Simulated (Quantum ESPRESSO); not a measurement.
Input and output of a self-consistent single point for MgTe2O5 (Pbcn, 32 atoms in the cell) (Quantum ESPRESSO).

Level of theory: PBEsol, GBRV 1.5 ultrasoft (PBESOL) pseudopotentials (plane waves; Quantum ESPRESSO 7.5).

```yaml
crystal:
  lattice:
    - [7.33806, 0.00000, 0.00000]
    - [0.00000, 10.74647, 0.00000]
    - [0.00000, 0.00000, 6.00486]
  atoms:
    - { symbol: Mg, position: [0.00000, 0.44163, 0.25000] }
    - { symbol: Mg, position: [0.00000, 0.55837, 0.75000] }
    - { symbol: Mg, position: [0.50000, 0.05837, 0.75000] }
    - { symbol: Mg, position: [0.50000, 0.94163, 0.25000] }
    - { symbol: Te, position: [0.86565, 0.15403, 0.49147] }
    - { symbol: Te, position: [0.13435, 0.84597, 0.50853] }
    - { symbol: Te, position: [0.63435, 0.34597, 0.99147] }
    - { symbol: Te, position: [0.36565, 0.65403, 0.00853] }
    - { symbol: Te, position: [0.36565, 0.34597, 0.50853] }
    - { symbol: Te, position: [0.63435, 0.65403, 0.49147] }
    - { symbol: Te, position: [0.13435, 0.15403, 0.00853] }
    - { symbol: Te, position: [0.86565, 0.84597, 0.99147] }
    - { symbol: O, position: [0.50000, 0.56098, 0.25000] }
    - { symbol: O, position: [0.50000, 0.43902, 0.75000] }
    - { symbol: O, position: [0.00000, 0.93902, 0.75000] }
    - { symbol: O, position: [0.00000, 0.06098, 0.25000] }
    - { symbol: O, position: [0.35092, 0.93485, 0.55082] }
    - { symbol: O, position: [0.64908, 0.06515, 0.44918] }
    - { symbol: O, position: [0.14908, 0.56515, 0.05082] }
    - { symbol: O, position: [0.85092, 0.43485, 0.94918] }
    - { symbol: O, position: [0.85092, 0.56515, 0.44918] }
    - { symbol: O, position: [0.14908, 0.43485, 0.55082] }
    - { symbol: O, position: [0.64908, 0.93485, 0.94918] }
    - { symbol: O, position: [0.35092, 0.06515, 0.05082] }
    - { symbol: O, position: [0.18969, 0.29347, 0.18729] }
    - { symbol: O, position: [0.81031, 0.70653, 0.81271] }
    - { symbol: O, position: [0.31031, 0.20653, 0.68729] }
    - { symbol: O, position: [0.68969, 0.79347, 0.31271] }
    - { symbol: O, position: [0.68969, 0.20653, 0.81271] }
    - { symbol: O, position: [0.31031, 0.79347, 0.18729] }
    - { symbol: O, position: [0.81031, 0.29347, 0.31271] }
    - { symbol: O, position: [0.18969, 0.70653, 0.68729] }
```

Reference input (self-consistent single point, DFT, PBEsol, plane waves, GBRV 1.5 ultrasoft (PBESOL) pseudopotentials): ecutwfc = 40 Ry; ecutrho = 200 Ry; occupations = fixed; potentials = {Mg: mg_pbesol_v1.4.uspp.F.UPF, Te: te_pbesol_v1.uspp.F.UPF, O: o_pbesol_v1.2.uspp.F.UPF}; K_POINTS = automatic 2 2 3 0 0 0; nbnd = 112; conv_thr = 1e-11 Ry; mixing_beta = 0.7. This run's input differs from it in these lines:

```diff
@@ -59,3 +59,3 @@
 K_POINTS {automatic}
-2 2 3  0 0 0
+2 2 3  0 0 1
 CELL_PARAMETERS {angstrom}
```

Output (repeated stretches shortened):

```
     Self-consistent Calculation

     iteration #  1     ecut=    40.00 Ry     beta= 0.70

     total energy              =   -1351.48999359 Ry
     estimated scf accuracy    <      10.25878557 Ry

     iteration #  2     ecut=    40.00 Ry     beta= 0.70

     total energy              =   -1352.62560712 Ry
     estimated scf accuracy    <      21.56843787 Ry

     iteration #  3     ecut=    40.00 Ry     beta= 0.70

     total energy              =   -1356.52429631 Ry
     estimated scf accuracy    <       0.91872807 Ry

   [... 13 blocks of this kind left out ...]

     iteration # 17     ecut=    40.00 Ry     beta= 0.70

     total energy              =   -1356.73873482 Ry
     estimated scf accuracy    <          1.1E-11 Ry

     iteration # 18     ecut=    40.00 Ry     beta= 0.70
     End of self-consistent calculation

     highest occupied, lowest unoccupied level (ev):     5.4992    8.1690

!    total energy              =   -1356.73873482 Ry
     estimated scf accuracy    <          2.2E-12 Ry

     convergence has been achieved in  18 iterations

     Forces acting on atoms (cartesian axes, Ry/au):

     atom    1 type  1   force =     0.00000000   -0.00035865   -0.00000000
     atom    2 type  1   force =     0.00000000    0.00035865    0.00000000
     atom    3 type  1   force =     0.00000000    0.00035865    0.00000000
     atom    4 type  1   force =     0.00000000   -0.00035865   -0.00000000
     atom    5 type  2   force =     0.04521466   -0.00204189    0.05599866
   [... 23 lines left out ...]
     atom   29 type  3   force =     0.01102692   -0.04994378   -0.03057218
   [... lines left out ...]

     Total force =     0.331688     Total SCF correction =     0.000002

          total   stress  (Ry/bohr**3)                   (kbar)     P=       53.99
   0.00039838   0.00000000   0.00000000           58.60        0.00        0.00
   0.00000000   0.00048698   0.00000000            0.00       71.64        0.00
   0.00000000   0.00000000   0.00021569            0.00        0.00       31.73

   JOB DONE.
```

The run converged in 18 iterations. Against the reference run the free energy hardly moves (within 1 meV/atom), the pressure stays at 5.40 GPa, the largest force moves little (1.849 to 1.851 eV/Å) and the gap on the mesh goes from 2.221 to 2.670 eV.

The starting cell comes from a database of computed structures (which also holds hypothetical and non-ambient phases and stackings), without a prior relaxation at this level. Its lattice was rescaled by a random factor within 2.5 % of one. Spin-orbit coupling is off. Forces in this geometry exceed 1 eV/Å. Another mesh or the band path of this cell gives a smaller gap, so this value is not converged in the mesh.

Cost on one core of a shared machine: roughly 10 min.
